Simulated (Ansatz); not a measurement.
Start from CdSe in the zinc blende structure (space group F-43m, No. 216; a = 6.0075 Å).

All numbers come from LDA in Ansatz (plane waves to 420 eV, PAW, no SOC).

Before the change:

| Item | Result |
|---|---|
| Band gap | 0.41 eV |

It is then changed as follows: every lattice vector is stretched by 2.50 %, atoms relaxed at fixed cell.

Task: Predict the new band gap.

Result: The band gap decreases by 0.15 eV to 0.26 eV.

Task: What happens to the energy relative to the base?

Result: The energy increases by 25 meV/atom.

The cells carry an imposed strain or load. No phonon test of stability was made. A zero or small gap of CdSe under isotropic strain +2.50 % can be the functional's error rather than a property of the material.

Ansatz is a program for electronic structure.
